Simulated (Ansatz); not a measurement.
Here is the system:

```xyz
2
Lattice="3.0235 0.0000 0.0000 0.0000 3.0235 0.0000 0.0000 0.0000 3.0235" Properties=species:S:1:pos:R:3 pbc="T T T"
Zn     1.5117     1.5117     1.5117
Cu     0.0000     0.0000     0.0000
```

No spin polarisation.

Calculations: Ansatz (a program for electronic structure) PBE, scalar-relativistic without spin-orbit coupling. Γ-centred 19×19×19 mesh, Fermi–Dirac width 0.1 eV.

Task: Predict the space group.

Result: Pm-3m (No. 221).

Task: Predict the band gap.

Result: Zero.

Task: What is the computed pressure?

Result: -5.9 GPa.

The cells carry an imposed strain or load. Stability against distortions was not tested. All final runs are without spin polarisation. The cell was made from ZnCu in the CsCl type structure (space group Pm-3m, No. 221) by this change: isotropic strain +2.00 %.
